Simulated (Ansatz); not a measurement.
# Phonon-limited transport in MoNiP (P-62m)

Consider the following.

```
CELL_PARAMETERS angstrom
      5.79269     0.00000     0.00000
     -2.89634     5.01662     0.00000
      0.00000     0.00000     3.70911
ATOMIC_POSITIONS crystal
  Ni 0.74979 0.74979 0.00000
  Ni 0.00000 0.25021 0.00000
  Ni 0.25021 0.00000 0.00000
  Mo 0.00000 0.58522 0.50000
  Mo 0.58522 0.00000 0.50000
  Mo 0.41478 0.41478 0.50000
  P  0.00000 0.00000 0.50000
  P  0.66667 0.33333 0.00000
  P  0.33333 0.66667 0.00000
```

All values below come from PBEsol, DFPT electron-phonon coupling, linearised Boltzmann equation (plane waves, PAW, scalar-relativistic; Ansatz, an electronic-structure program). How the cell was made: relaxed with this functional, without spin-orbit coupling.

The resistivity at 300 K is 76 (x), 76 (y), 80 (z) μΩ·cm. The resistivity at 77 K is 7.4 (x), 7.4 (y), 7.6 (z) μΩ·cm and the electron mean free path at 300 K (weighted by the current that each state carries) is 2.6 (x), 2.6 (y), 3.3 (z) nm.

A metal at this level (no band gap). Only scattering by harmonic phonons is included (no impurities, grain boundaries, electron-electron scattering or thermal expansion). Spin-orbit coupling is left out. Values near or above 100 μΩ·cm, or paths under about 2 nm, lie near resistivity saturation, where the Boltzmann equation overshoots. Halving the electron mesh (16x16x24) moves the resistivity by up to 8 % at 300 K, the mean free path by up to 7 %. Smearing 0.20 eV; phonons on a 3x3x4 q mesh, which this run doesn't test and which matters most at low temperature.

Formula and space group known from diffraction (Crystallography Open Database), not checked to be the room-temperature form: MoNiP (P-62m). Treated as nonmagnetic (a ferromagnetic start lost its moment, other orders weren't tried): MoNiP (P-62m).
